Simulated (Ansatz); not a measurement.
## How far PBE and r2SCAN part for TaAs, pressure 4.5 GPa

The parent structure is TaAs (space group I4_1md, No. 109; a = 3.463 Å, c = 11.733 Å).

(Cell as relaxed with PBE.)

Levels (all Ansatz, a quantum-chemistry and plane-wave program, PAW): PBE (420 eV, without spin-orbit coupling); r2SCAN (500 eV, scalar-relativistic without spin-orbit coupling).

Each level relaxes its own structure.

```tsv
base	PBE	r2SCAN
volume per atom	17.59 Å³	17.34 Å³
lattice parameter a	3.463 Å	3.442 Å
band gap	zero	zero
```

Modification: a hydrostatic pressure of 4.5 GPa.

```
quantity                           PBE  r2SCAN
-----------------------------  -------  ------
c/a ratio                        3.372     ___
band gap                          zero     ___
shortest interatomic distance  2.600 Å     ___
```

**Question.** Predict the r2SCAN column.

**Answer.** 
- c/a ratio, r2SCAN: 3.390
- band gap, r2SCAN: zero
- shortest interatomic distance, r2SCAN: 2.589 Å

PBE's c/a ratio lies 0.018 below r2SCAN's; PBE's shortest interatomic distance lies 0.011 Å above r2SCAN's (0.4 %); the two agree on the band gap. Neither level is exact; r2SCAN is the comparison here, not a measurement.

Spin-orbit coupling, missing from the scalar runs, can matter with Ta. Load acts through the strain it causes; cell and atoms are relaxed under it. No phonon test of stability was made. All final runs are without spin polarisation. The zero or small gap of TaAs can change with the level of theory.
